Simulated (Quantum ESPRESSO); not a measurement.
# Effort and miss along a sweep of conv_thr: CaO (Fm-3m, 2 atoms in the cell)

```
CELL_PARAMETERS angstrom
      0.00000     2.38168     2.38168
      2.38168     0.00000     2.38168
      2.38168     2.38168     0.00000
ATOMIC_POSITIONS crystal
  Ca 0.00000 0.00000 0.00000
  O  0.50000 0.50000 0.50000
```

Level of theory: PBEsol, GBRV 1.5 ultrasoft (PBESOL) pseudopotentials (plane waves; Quantum ESPRESSO).

Base settings: ecutwfc = 40 Ry; ecutrho = 200 Ry; occupations = fixed; potentials = {Ca: ca_pbesol_v1.uspp.F.UPF, O: o_pbesol_v1.2.uspp.F.UPF}; K_POINTS = automatic 12 12 12 0 0 0; nbnd = 12; conv_thr = 1e-08 Ry; mixing_beta = 0.7.

Misses are taken against the tightest run, 7.3e-14 Ry, which need not be fully converged itself. The energy is the free energy per atom.

The count of work is k-points × plane waves × bands × iterations; it is no time, and leaves out set-up, grids and terms that scale otherwise. 

The starting cell comes from a database of computed structures (which also holds hypothetical and non-ambient phases and stackings), without a prior relaxation at this level. Its lattice was rescaled by a random factor within 2.5 % of one.

The runs (conv_thr): 0.0073 Ry | 0.00073 Ry | 7.3e-05 Ry | 7.3e-06 Ry | 7.3e-07 Ry | 7.3e-08 Ry | 1e-08 Ry | 7.3e-10 Ry | 7.3e-12 Ry | 7.3e-14 Ry.

Q: Which is the coarsest setting among those run that, with all tighter ones, holds the energy within 2 meV/atom of the reference, and what does it save?

A: 0.00073 Ry, off by 0.05 meV/atom; it needs 0.38 of the reference's count of work.

Q: What does the step from 0.0073 Ry to 7.3e-10 Ry buy?

A: It takes the miss in the energy from 7.4 to 0.00 meV/atom, for 2.2 times the count of work.

```csv
conv_thr,energy less reference (meV/atom),pressure less reference (GPa),gap on the mesh less reference (eV),count of work / reference
0.0073 Ry,7.39,10.18,0.153,0.31
0.00073 Ry,0.05,0.72,-0.020,0.38
7.3e-05 Ry,0.05,0.72,-0.020,0.38
7.3e-06 Ry,0.00,0.08,-0.002,0.46
7.3e-07 Ry,0.00,0.08,-0.002,0.46
7.3e-08 Ry,0.00,0.01,0.000,0.54
1e-08 Ry,0.00,0.01,0.000,0.62
7.3e-10 Ry,0.00,-0.01,0.000,0.69
7.3e-12 Ry,0.00,0.00,0.000,0.85
7.3e-14 Ry,0.00,0.00,0.000,1.0
```
